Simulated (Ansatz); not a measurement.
## Point defect Cu on the Hf site (Cu_Hf) in metastable polar orthorhombic HfO2

Computed with HSE06, PAW (plane waves to 420 eV; Ansatz, an electronic-structure program). Cell and caveats: 96-site cell; PBE lattice, 11.41 Å³ a site; 2×2×2 shifted k-points; start: the Hf site; no spin–orbit coupling; energies good to tenths of an eV; atoms relaxed at one k-point.

Neighbours after relaxation, in Å: of the Cu atom: O 1.99, O 2.06, O 2.12, O 2.19, O 2.20, O 2.59, O 2.80.

| charge | moment (μB) | point group | largest move off a lattice site (Å) |
|---|---|---|---|
| −2 | 1.0 | C1 | 0.33 |

Point groups are those of the whole cell at tolerances of 0.03 and 0.1 Å ("near" where only the looser one holds); none is given for unsettled states.

No usable result was obtained for charge +1, 0, −1.
